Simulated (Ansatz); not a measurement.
Data:

```xyz
9
Lattice="0.0000 5.1594 5.1594 5.1594 0.0000 5.1594 5.1594 5.1594 0.0000" Properties=species:S:1:pos:R:3 pbc="T T T"
Rb     7.7391     7.7391     7.7391
Rb     2.5797     2.5797     2.5797
Pd     0.0000     0.0000     0.0000
Br     5.1594     5.1594     2.4701
Br     5.1594     5.1594     7.8487
Br     2.4701     5.1594     5.1594
Br     7.8487     5.1594     5.1594
Br     5.1594     2.4701     5.1594
Br     5.1594     7.8487     5.1594
```

Level of theory: PBEsol, rigid bands (plane waves, PAW, scalar-relativistic; Ansatz, a program for electronic structure). How the cell was made: cell and atoms relaxed with PBEsol.

**Question.** Predict the electron conductivity mass (n e² τ/σ) at 300 K, by direction if it differs.

**Answer.** 0.45 mₑ.

**Question.** And the band gap?

**Answer.** 0.42 eV at this level; semilocal functionals usually fall short of the measured gap.

Rigid bands, one relaxation time for all states, no polarons. Spin-orbit coupling is left out; where it splits the top of the valence band it changes the hole mass and lowers the gap by about a third of the splitting.

Computed structure with no diffraction record at hand here (it may be known, metastable or hypothetical): Rb2PdBr6 (Fm-3m).
